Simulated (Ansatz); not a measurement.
The starting structures come from a database of crystals and need not be the phases stable at ambient conditions.

By PBEsol, the system below comes out a metal.

A figure of merit of an interconnect metal is its ballistic conductance per area.

Input:

```xyz
6
Lattice="6.5084 0.0000 0.0000 0.0000 9.6288 0.0000 0.0000 4.8144 2.7796" Properties=species:S:1:pos:R:3 pbc="T T T"
In     0.0000     0.0000     0.0000
In     3.2542     0.0000     0.0000
In     4.8813     3.2096     0.0000
In     1.6271     6.4192     0.0000
Bi     1.6271     3.2096     0.0000
Bi     4.8813     6.4192     0.0000
```

Space group of this cell: P6_3/mmc. The cell is taken as given; by PBEsol its mean pressure is -1.8 GPa.

The current flows along the normal of the first two printed cell vectors, the (110) plane of the conventional cell. No spin-orbit coupling; the value is a mean over 0.1 eV about the Fermi level.

**Question.** Compute, with PBEsol (Ansatz, an electronic-structure program), the ballistic conductance per area.

**Answer.** 0.59 × 10¹⁵ S/m² for both spins.
